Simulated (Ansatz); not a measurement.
Output of an Ansatz run (abridged):

```
WARN ansatz: RAYON_NUM_THREADS=1 ignored (pool sized by the plan → 1); use --threads N
Pseudopotentials: kind: paw
Pseudopotential: Hg, paw, valence charge 20
Pseudopotential: S, paw, valence charge 6
Crystal: 2 atoms, lattice volume = 42.822 Å³
Basis set: ecut = 420.4159175005146 eV, 869 PW (Γ), exchange–correlation on 54×54×54 points (8 copies of the dense FFT grid, shifted against one another)
Bands: 17, of which v1, the nominal top of the filled ones, is band 13 counted from 1 (12 counted from 0)
Symmetry: 48 space group operations
Space group: Fm-3m (ITA 225), of the structure as read, at distance tolerance 3.5e-5 Å
k-points: 47 of 1000
PAW frozen core: Hg, regenerated for the run's functional, and the local potential with it
PAW frozen core: S, regenerated for the run's functional, and the local potential with it
Initial density: superposition of atomic densities (neutral atoms: chi_scale 0, normalization atom), corrected by the library's trained network
Initial wavefunctions: pseudopotential atomic-orbital guess
Eigensolver: davidson
Functional: x = pbesol(κ = 0.804, μ = 0.12345679012345678), c = pbesol(β = 0.046)
SCF iter   1: F=—  HF=-14553.025730 eV  |F-HF|=—  |Δ(HF+E_count)|=         —  Δρ=5.66e-3  dr2=2.00e-2  ethr=1.77e-3  ⟨swp⟩=4.9  Hψ=3807  notcnv=0
all-band conjugate gradients solve this SCF's bands
preconditioner: auto → Kerker (q_TF=auto, 2.511 Å⁻¹)
SCF iter   2: F=—  HF=-14553.021715 eV  |F-HF|=—  |Δ(HF+E_count)|=   4.02e-3  Δρ=2.84e-3  dr2=5.32e-3  ethr=7.67e-5  ⟨swp⟩=1.0  Hψ=1177  notcnv=0
SCF iter   3: F=—  HF=-14553.020321 eV  |F-HF|=—  |Δ(HF+E_count)|=   1.39e-3  Δρ=5.32e-4  dr2=1.25e-4  ethr=2.04e-5  ⟨swp⟩=2.0  Hψ=1101  notcnv=0
SCF iter   4: F=—  HF=-14553.020367 eV  |F-HF|=—  |Δ(HF+E_count)|=   4.62e-5  Δρ=1.30e-4  dr2=9.49e-6  ethr=4.79e-7  ⟨swp⟩=1.7  Hψ=987  notcnv=0
SCF iter   5: F=—  HF=-14553.020389 eV  |F-HF|=—  |Δ(HF+E_count)|=   2.23e-5  Δρ=3.38e-5  dr2=5.53e-7  ethr=3.65e-8  ⟨swp⟩=2.2  Hψ=1198  notcnv=0
SCF iter   6: F=-14553.020389 eV  HF=-14553.020389 eV  |F-HF|=2.17e-8  |Δ(HF+E_count)|=   4.56e-7  Δρ=8.43e-6  dr2=2.06e-8  ethr=3.85e-10  ⟨swp⟩=5.0  Hψ=3481  notcnv=0
SCF 1 converged in 6 iterations: F = -14553.020389 eV  dr2 = 2.06e-8
SCF converged after 6 iterations
Free energy (F): -14553.020389 eV
Harris-Foulkes:  -14553.020389 eV  (|F-HF|=2.17e-8)
Internal energy: -14552.993806 eV  (E = F + TS)
E sigma→0 (E₀):  -14553.007098 eV
Entropy (-TS):   -0.026584 eV (-13.292 meV/atom)
Fermi energy:    10.436736 eV
--- Per-component energies (eV) ---
  E_band       = -435.618742
  E_kinetic    = 707.097542
  E_local      = -3022.168827  (includes V_loc(G=0)·N_el)
  E_nonlocal   = 106.443207
  E_hartree    = 1283.883156
  E_xc         = -313.391766
  E_vxc        = -346.899678  (∫ρ·V_xc dr)
  E_paw        = -10384.646456  (= ΣΔE_a)
  E_vpaw       = -447.856091  (= ΣTr[D̂ρ^β])
  E_aug_tail   = 0.000919  (compensation charges beyond the density's cutoff)
  E_ewald      = -2930.602181
  E_core_change = 0.390601  (= ΣΔE_core)
  E_smearing   = -0.026584  (= −TS)
  E_closure    = -0.000000  (closes the sum)
  Σ components = -14553.020389   (vs F -14553.020389, Δ=0.00e0)
--- Forces (eV/Å), atoms counted from 1 ---
  atom   1  Hg    -0.00000000     0.00000000     0.00000000
  atom   2  S      0.00000000    -0.00000000    -0.00000000
  max |Σ_I F_I| component: 1.77e-30 eV/Å
--- Stress (GPa, compression-positive) ---
       -3.877835      -0.000000       0.000000
       -0.000000      -3.877835      -0.000000
        0.000000       0.000000      -3.877835
  P = ⅓ Tr σ = -3.8778 GPa (-38.778 kbar)
  The stress holds the Pulay correction. Without it, at fixed plane waves, as pw.x and ABINIT print it: P = -3.9052 GPa
--- Band table (eV; the first three rows and the last of 47) ---
  k-point 0: bands = ["-103.7870", "-52.1962", "-52.1962", "-52.1962", "-2.8640", "4.1782", "4.1782", "4.1782", "4.1803", "4.1803", "9.1285", "9.1285", "9.1285", "9.4810", "19.8568", "19.8568", "19.8568"]
  k-point 1: bands = ["-103.7870", "-52.1964", "-52.1963", "-52.1963", "-2.7749", "4.1137", "4.1137", "4.1523", "4.2096", "4.2096", "7.9423", "9.2562", "9.2562", "10.7080", "18.6098", "19.4839", "19.4839"]
  k-point 2: bands = ["-103.7870", "-52.1969", "-52.1964", "-52.1964", "-2.5242", "3.9516", "3.9516", "4.0442", "4.2926", "4.2926", "6.7779", "9.5908", "9.5908", "11.9933", "17.0386", "18.2504", "18.2504"]
  k-point 46: bands = ["-103.7870", "-52.1977", "-52.1974", "-52.1970", "-1.7508", "3.8433", "4.0238", "4.2056", "4.6326", "5.0523", "6.7474", "6.7766", "7.3421", "12.1381", "17.1133", "17.3201", "18.0491"]
```

The structure:

```
CELL_PARAMETERS angstrom
      0.00000     2.77681     2.77681
      2.77681     0.00000     2.77681
      2.77681     2.77681     0.00000
ATOMIC_POSITIONS crystal
  Hg 0.00000 0.00000 0.00000
  S  0.50000 0.50000 0.50000
```

**Question.** Write an input that gives this output.

**Answer.** Other spellings and defaults could give the same log, and not every line can be read from it. The input that was run (DFT, PBEsol, plane waves, default PAW files made with PBE):

Ansatz 0.2 input:
```yaml
crystal:
  lattice:
    - [0.00000000, 2.77681100, 2.77681100]
    - [2.77681100, 0.00000000, 2.77681100]
    - [2.77681100, 2.77681100, 0.00000000]
  atoms:
    - { symbol: Hg, position: [0.00000000, 0.00000000, 0.00000000] }
    - { symbol: S, position: [0.50000000, 0.50000000, 0.50000000] }
basis:
  ecutwfc: 30.9 Ry
kpoints:
  mp_grid: { grid: [10, 10, 10] }
hamiltonian:
  xc: pbesol
  pseudopotentials: { kind: paw }
scf:
  occupations: { method: fermi_dirac, width: 0.0073 Ry }
output:
  forces: true
  eigenvalues: true
  stress: true
```

The starting cell comes from a database of computed structures (which also holds hypothetical and non-ambient phases and stackings), without a prior relaxation at this level. Its lattice was rescaled by up to half a per cent. Spin-orbit coupling is off. With a pressure of about -4 GPa the cell is away from its equilibrium volume at this level. Ansatz's pressure includes its estimate of the finite-basis (Pulay) stress. The run gives no clean gap (levels at the Fermi energy touch, overlap or are partly filled at this smearing), which alone does not show that the compound is a metal.

Ansatz is a program for electronic structure.
